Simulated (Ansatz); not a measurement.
An Ansatz (a first-principles code) input (DFT with PBEsol, PAW potentials and a 420 eV plane-wave cutoff in Ansatz, no spin-orbit coupling):

Ansatz 0.2 input:
```yaml
crystal:
  lattice:
    - [0, 2.0269121229, 2.0370466835]
    - [2.0269121229, 0, 2.0370466835]
    - [2.0269121229, 2.0269121229, 0]
  atoms:
    - { symbol: Ag, position: [0, 0, 0] }
basis: { ecutwfc: 420, ecutrho_ratio: 4, xc_grid: 2, fft_grid_basis: typed }
kpoints: { mp_grid: { grid: [28, 28, 28] } }
hamiltonian:
  xc: pbesol
  dispersion: none
  pseudopotentials: { kind: paw }
scf: { occupations: { method: fermi_dirac, width: 0.1 }, convergence: { dr2_threshold: 0.0000000001 } }
relax: { f_tol: 0.005, max_steps: 50 }
output: { forces: true, stress: true }
checkpoint: { write: state.ck, write_every: 1000 }
```

### Question
Which symmetry and how many k-points will the program report, and about how many plane waves at Γ?

### Answer
Space group I4/mmm (ITA 139) with 16 operations, k-points 1639 of 21952, and 331 plane waves at Γ.

### Question
And the final pressure?

### Answer
-0.58 GPa (compression positive).

The cells carry an imposed strain or load. No phonon test of stability was made. The cell was made from Ag in the fcc (Cu type) structure (space group Fm-3m, No. 225) by this change: uniaxial strain ε_zz = +0.50 %.
